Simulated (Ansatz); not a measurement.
Start from TiSi2 (space group Fddd, No. 70).

```
TiSi2
1.0
    0.00000     4.13234     4.28268
    2.40310     0.00000     4.28268
    2.40310     4.13234     0.00000
Si Ti
4 2
Direct
  0.66302   0.33698   0.66302
  0.33698   0.66302   0.33698
  0.58698   0.91302   0.58698
  0.91302   0.58698   0.91302
  0.00000   0.00000   0.00000
  0.25000   0.25000   0.25000
```

Cartesian axes are those of the cell as printed.

Level of theory: Ansatz (a first-principles code) PBE, no spin-orbit coupling.

For the base:

The volume per atom is 14.18 Å³ and the pressure is 0.0 GPa.

Perturbation: compressive biaxial strain of 2.91 % in the plane normal to [001], as in epitaxy on a mismatched substrate; the out-of-plane cell vector and the atoms relax.

Task: How does this affect the volume per atom and pressure?

Result: The volume per atom drops by 0.704 Å³ (14.18 Å³ → 13.47 Å³); the pressure (mean of the normal stresses, compression positive) goes from zero to 7.4 GPa.

Without a gap, meshes like the base's 13×13×13 leave anisotropic stresses uncertain by several tenths of a GPa, and small strain energies with them. Whether these cells are dynamically stable was not tested. The final runs are not spin-polarised.
